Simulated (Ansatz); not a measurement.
The reference is CdSe in the wurtzite structure (space group P6_3mc, No. 186; a = 4.3019 Å, c = 7.0210 Å). Axes: x lies along a and z along c of the hexagonal cell.

Computed with Kohn–Sham DFT with the PBEsol functional, run in Ansatz (a program for electronic structure) with PAW and 420 eV plane waves, no spin-orbit coupling.

For the base:

* **Pressure**: 0.00 GPa
* **Shortest interatomic distance**: 263.3 pm

The change: tensor shear ε_xz = +1.33 % (engineering shear γ = 0.0266); the atoms relax in the strained cell.

Problem. Estimate the effect on the pressure.

Solution. The pressure (mean of the normal stresses, compression positive) remains 0.00 GPa.

Problem. Estimate the effect on the shortest interatomic distance.

Solution. The shortest interatomic distance falls by 0.3 pm, from 263.3 pm to 263.0 pm.

Problem. Predict the new energy relative to the base.

Solution. The energy rises by 0.8 meV/atom.

Stability against distortions was not tested.
